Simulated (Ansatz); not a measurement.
Input:

```xyz
2
Lattice="0.0000 2.9628 2.9628 2.9628 0.0000 2.9628 2.9628 2.9628 0.0000" Properties=species:S:1:pos:R:3 pbc="T T T"
Rb     2.9628     2.9628     2.9628
H      0.0000     0.0000     0.0000
```

The numbers are results of PBEsol, rigid bands (plane waves, PAW, scalar-relativistic; Ansatz, an electronic-structure program), not measurements. How the cell was made: cell and atoms relaxed with PBEsol.

What conductivity effective mass do dilute holes have at 300 K?

0.92 mₑ.

Predict the electron conductivity mass (n e² τ/σ) at 300 K, by direction if it differs.

0.47 mₑ.

And the band gap?

2.70 eV at this level; semilocal functionals usually fall short of the measured gap.

Rigid bands, one relaxation time for all states, no polarons. Spin-orbit coupling is left out; where it splits the top of the valence band it changes the hole mass and lowers the gap by about a third of the splitting.

Formula and space group known from diffraction (Crystallography Open Database), not checked to be the room-temperature form: RbH (Fm-3m).
